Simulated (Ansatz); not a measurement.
**Habitual settings against a tight run: Na2Au (I4/mcm, 6 atoms in the cell)**

Self-consistent single point.

```
Na2Au
1.0
   -3.72506     3.72506     2.86745
    3.72506    -3.72506     2.86745
    3.72506     3.72506    -2.86745
Na Au
4 2
Cartesian
  2.42360   1.30146   2.86745
  1.30146   2.42360   0.00000
 -1.30146   2.42360   2.86745
  5.02652   1.30146   0.00000
  0.00000   0.00000   1.43373
  0.00000   0.00000   4.30118
```

Computed with PBEsol, default PAW files made with PBE (plane waves; Ansatz, an electronic-structure program).

Base settings: basis.ecutwfc = 30.9 Ry; kpoints.mp_grid.grid = 7 7 7; hamiltonian.xc = pbesol; hamiltonian.pseudopotentials = {kind: paw} (the program's default PAW files); scf.occupations.method = gaussian; scf.occupations.width = 0.01 Ry.

Tight run (finer mesh or higher cutoff; not a proven limit): basis.ecutwfc: 30.9 Ry → 43.4 Ry; kpoints.mp_grid.grid: 7 7 7 → 10 10 10; scf.convergence.dr2_threshold: default (1e-07 eV) → 1e-09 eV. It gave Fermi level (on the code's own zero) 5.98 eV; pressure -1.91 GPa; largest force (vector length) 0.028 eV/Å.

Quick runs, as changes from the base:
- A: the base itself
- B: basis.ecutwfc: 30.9 Ry → 15.4 Ry; kpoints.mp_grid.grid: 7 7 7 → 8 8 8; scf.convergence.dr2_threshold: default (1e-07 eV) → 0.0001 eV
- C: basis.ecutwfc: 30.9 Ry → 24.6 Ry; kpoints.mp_grid.grid: 7 7 7 → 6 6 6; kpoints.mp_grid.shift: default → 0.5 0.5 0.5; scf.convergence.dr2_threshold: default (1e-07 eV) → 0.001 eV
- D: basis.ecutwfc: 30.9 Ry → 18.4 Ry; kpoints.mp_grid.grid: 7 7 7 → 3 3 3
- E: kpoints.mp_grid.grid: 7 7 7 → 4 4 4
- F: basis.ecutwfc: 30.9 Ry → 18.4 Ry; kpoints.mp_grid.grid: 7 7 7 → 1 1 1; hamiltonian.xc: pbesol → lda; scf.occupations.method: gaussian → fermi_dirac; scf.occupations.width: 0.01 Ry → 0.0147 Ry; kpoints.mp_grid.shift: default → 0.5 0.5 0.5; scf.convergence.dr2_threshold: default (1e-07 eV) → 0.001 eV [LDA (PW92)]

Energies are extrapolated to zero smearing width, which holds to low order in the width alone.

Dashes: energy of F, another energy zero.

† marks runs with another functional, U, potentials or spin treatment: their distance from the tight run is not a convergence error alone.

The count of work is k-points × plane waves × bands × iterations; it is no time. 

Pressures in the table are Ansatz's without its Pulay estimate, at a fixed set of plane waves; the tight run's value above holds the estimate.

The starting cell comes from a database of computed structures (which also holds hypothetical and non-ambient phases and stackings), without a prior relaxation at this level. Its lattice was rescaled by a random factor within 2.5 % of one.

```tsv
run	energy less tight (meV/atom)	pressure less tight (GPa)	largest miss in a force vector (eV/Å)	count of work / tight
A	-2.0	0.00	0.001	0.21
B	3558.8	-113.20	0.012	0.082
C	-1.1	-0.85	0.008	0.077
D	712.1	-30.01	0.045	0.015
E	-8.0	-0.21	0.031	0.069
F†	–	-26.63	0.178	0.0019
```

Among the runs at the tight run's level, the energy misses run from 1.1 to 3558.8 meV/atom.

Keys are those of Ansatz 0.2.
